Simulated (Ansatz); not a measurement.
The starting structures come from a database of crystals and need not be the phases stable at ambient conditions.

 Where the default PAW files enter, the runs use the earlier of Ansatz's two default sets.

By LDA, the system below comes out a metal.

Consider the following.

```yaml
crystal:
  lattice:
    - [3.82221, 0.00000, 0.00000]
    - [0.00000, 3.82221, 0.00000]
    - [1.91111, -1.91111, 4.28067]
  atoms:
    - { symbol: Ti, position: [0.00000, 0.00000, 0.00000] }
    - { symbol: Al, position: [0.50000, 0.50000, 0.00000] }
    - { symbol: Al, position: [0.25000, 0.25000, 0.50000] }
    - { symbol: Al, position: [0.75000, 0.75000, 0.50000] }
```

Space group of this cell: I4/mmm. The cell is taken as given; by LDA its mean pressure is -3.5 GPa.

The current flows along the normal of the first two printed cell vectors, the (001) plane of the conventional cell. No spin-orbit coupling; the value is a mean over 0.1 eV about the Fermi level.

Task: Compute, with Ansatz (an electronic-structure program) with LDA, the ballistic conductance per area.

Result: 0.50 × 10¹⁵ S/m² for both spins.
